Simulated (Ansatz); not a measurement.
**TiSi2: H interstitial (started 1.80 Å from the nearest host atom)**

The parent structure is a 12-atom supercell of TiSi2 (space group Cmcm, No. 63; a = 3.527 Å, b = 13.517 Å, c = 3.565 Å) at its relaxed geometry.

It is then changed as follows: one H atom is added in an open site, starting 1.80 Å from the nearest host atom, atoms relaxed at fixed cell, starting from a slightly rattled geometry.

Computed with Kohn–Sham DFT with the r2SCAN functional, run in Ansatz (a quantum-chemistry and plane-wave program) with PAW and 500 eV plane waves, scalar-relativistic without spin-orbit coupling. Settings: 5×7×7 k-points, 0.05 eV Fermi–Dirac smearing.

```json
{
  "pressure": "1.9 GPa (base 0.0 GPa)",
  "final_site_of_the_added_atom": "2 Si at 1.86 Å and 3 Ti at 1.93–2.01 Å"
}
```

Final structure:

```
Ti4Si8H
1.0
    1.76330    -6.75838     0.00000
    3.52661     0.00000    -3.56518
    3.52661     0.00000     3.56518
Si Ti H
8 4 1
Cartesian
  5.28742  -5.98224  -0.88446
  5.28746  -5.98225   2.68248
  3.61270  -0.83258   0.89901
  3.43670  -0.83078  -2.66616
  7.05043  -3.42770  -0.88147
  3.52394  -3.42779  -0.88568
  1.76013  -3.43959   0.89896
  5.28862  -3.41269   0.89909
  5.28819  -1.45253  -0.91991
  1.76157  -1.45246  -0.84727
  3.52696  -5.38000   0.89904
  7.04680  -5.39042   0.89899
  1.76402  -0.63060   0.89905
```

The cell is small, so the values are those of an ordered compound at a high defect concentration; dilute-limit values will differ. The final runs are not spin-polarised. The defect cell is not spin-polarised.
